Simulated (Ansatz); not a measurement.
Base system: BN in the zinc blende structure (space group F-43m, No. 216; a = 3.6057 Å).

It is then changed as follows: full substitution B → Ga; the structure is relaxed again.

Levels (all Ansatz, a quantum-chemistry and plane-wave program, PAW): PBEsol (420 eV, no spin-orbit coupling); r2SCAN (500 eV, no spin-orbit coupling); HSE06 (420 eV, no spin-orbit coupling).

One geometry, relaxed with PBEsol, under each level:

Notes on the quantities. hole mass: degenerate bands, along [100].

```tsv
level	band gap	lowest conduction level above the VBM at special points	electron mass	hole mass	pressure
PBEsol	1.70 eV	Γ 1.70 eV; X 3.22 eV; L 4.59 eV; K 4.88 eV	0.15 mₑ (at Γ)	0.16, 0.86, 0.86 mₑ (at Γ)	0.0 kbar
r2SCAN	2.17 eV	Γ 2.17 eV; X 3.77 eV; L 5.22 eV; K 5.48 eV	0.17 mₑ (at Γ)	0.18, 0.86, 0.86 mₑ (at Γ)	-0.2 kbar
HSE06	3.00 eV	Γ 3.00 eV; X 4.45 eV; L 6.12 eV	–	–	–
```

Single points use the geometry relaxed with PBEsol. Their cutoffs differ, which shifts pressures a little. Effective masses come from finite differences of ±0.01 Å⁻¹. Whether these cells are dynamically stable was not tested. This is not the structure that GaN has at room temperature and ambient pressure.
